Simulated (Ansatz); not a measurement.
Start from SiC in the zinc blende structure (space group F-43m, No. 216).

SiC is modelled in the cubic space group F-43m (No. 216), the zinc blende structure, Pearson symbol cF8. Lattice parameters: a = b = c = 4.3798 Å, α = β = γ = 90.00°. C on 4c has 4 Si at 1.896 Å (tetrahedral). Si on 4a has 4 C at 1.896 Å (tetrahedral). (Neighbours: up to the widest gap in distance over summed covalent radii, below 1.35, at either atom.)
(The calculation used a cell of 2 atoms; values per cell refer to that cell.)

Computed with PBE (Ansatz, a quantum-chemistry and plane-wave program, PAW, without spin-orbit coupling).

For the base:

| Item | Result |
|---|---|
| Volume per atom | 10.50 Å³ |
| Smallest direct gap | 4.53 eV |

One thing is altered: hydrostatic tension (pressure −2 GPa).

Q: What happens to the volume per atom and smallest direct gap?

A: The volume per atom goes up by 0.10 Å³ to 10.60 Å³; the smallest direct gap drops by 0.01 eV (4.53 eV → 4.52 eV).

Load acts through the strain it causes; cell and atoms are relaxed under it. Whether these cells are dynamically stable was not tested.
